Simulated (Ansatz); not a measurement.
CoAl (model structure, started from the CuPt type, R-3m, No. 166, 2 atoms in the cell)

Computed with r²SCAN (PAW; Ansatz, a first-principles code).

Numerical settings: plane-wave cutoff 500 eV, 24×24×24 k mesh, Fermi–Dirac smearing 0.1 eV, spin-polarised with parallel moments, scalar-relativistic PAW data made under PBE.

Cell (relaxed at this level):

```cif
data_Al3Co3
_chemical_formula_sum 'Al3 Co3'
_space_group_name_H-M_alt 'R-3m :H'
_space_group_IT_number 166
_space_group_name_Hall '-R 3 2"'
_cell_length_a 2.67637
_cell_length_b 2.67637
_cell_length_c 11.95171
_cell_angle_alpha 90.000
_cell_angle_beta 90.000
_cell_angle_gamma 120.000
loop_
_atom_site_label
_atom_site_type_symbol
_atom_site_symmetry_multiplicity
_atom_site_Wyckoff_symbol
_atom_site_fract_x
_atom_site_fract_y
_atom_site_fract_z
_atom_site_occupancy
Al1 Al 3 a 0.00000 0.00000 0.00000 1
Co1 Co 3 b 0.00000 0.00000 0.50000 1
```
(The calculation used a cell of 2 atoms; values per cell refer to that cell.)

```json
{
 "band_gap": "zero (no gap)"
}
```

Note: the magnetic order was assumed, not searched for or taken from measurement; a magnet's gap depends somewhat on the PAW data; the relaxation could raise the start's symmetry but not lower it, so the cell can be a saddle point.

It cost around 13 core-minutes (rough) of CPU time.

A model structure was made by putting elements into a prototype or built by hand; it is no filed structure, need not be a known phase, and can be a saddle point held by its symmetry.
